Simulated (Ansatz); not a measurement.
The starting structures come from a database of crystals and need not be the phases stable at ambient conditions.

 Where the default PAW files enter, the runs use the earlier of Ansatz's two default sets.

# Evanescent states of Ca(ZnP)₂ (P-3m1, not sure to be the ambient phase, 5 atoms a cell, 19.0 Å³ an atom) along the normal of (100)

Method: r2SCAN (plane waves, PAW; Ansatz, a program for electronic structure).

No gap correction and no spin-orbit coupling; mid-gap values are interpolated between computed energies.

Energies count from the valence-band top; κ is the least over a 8×6 mesh across the current.

```json
[
 {"E (eV)": "0.04", "κ (1/Å)": "0.032", "where": "Γ"},
 {"E (eV)": "0.10", "κ (1/Å)": "0.055", "where": "Γ"},
 {"E (eV)": "0.17", "κ (1/Å)": "0.070", "where": "Γ"},
 {"E (eV)": "0.24", "κ (1/Å)": "0.081", "where": "Γ"},
 {"E (eV)": "0.32", "κ (1/Å)": "0.090", "where": "Γ"},
 {"E (eV)": "0.39", "κ (1/Å)": "0.098", "where": "Γ"},
 {"E (eV)": "0.46", "κ (1/Å)": "0.105", "where": "Γ"},
 {"E (eV)": "0.53", "κ (1/Å)": "0.111", "where": "Γ"},
 {"E (eV)": "0.59", "κ (1/Å)": "0.116", "where": "Γ"},
 {"E (eV)": "0.67", "κ (1/Å)": "0.121", "where": "Γ"},
 {"E (eV)": "0.73", "κ (1/Å)": "0.124", "where": "off Γ"},
 {"E (eV)": "0.81", "κ (1/Å)": "0.113", "where": "off Γ"},
 {"E (eV)": "0.88", "κ (1/Å)": "0.100", "where": "off Γ"},
 {"E (eV)": "0.94", "κ (1/Å)": "0.085", "where": "off Γ"},
 {"E (eV)": "1.01", "κ (1/Å)": "0.065", "where": "off Γ"},
 {"E (eV)": "1.08", "κ (1/Å)": "0.035", "where": "off Γ"}
]
```

Q: How thick must the barrier be to attenuate the transmission by 10^4 when the electrodes' Fermi level lies at 0.59 eV, and what attenuation does that film give at 0.04 eV?

A: d = 4 ln 10 / (2 × 0.116) = 39.7 Å. At 0.04 eV it gives 4 × 0.032/0.116 = 1.1 decades.
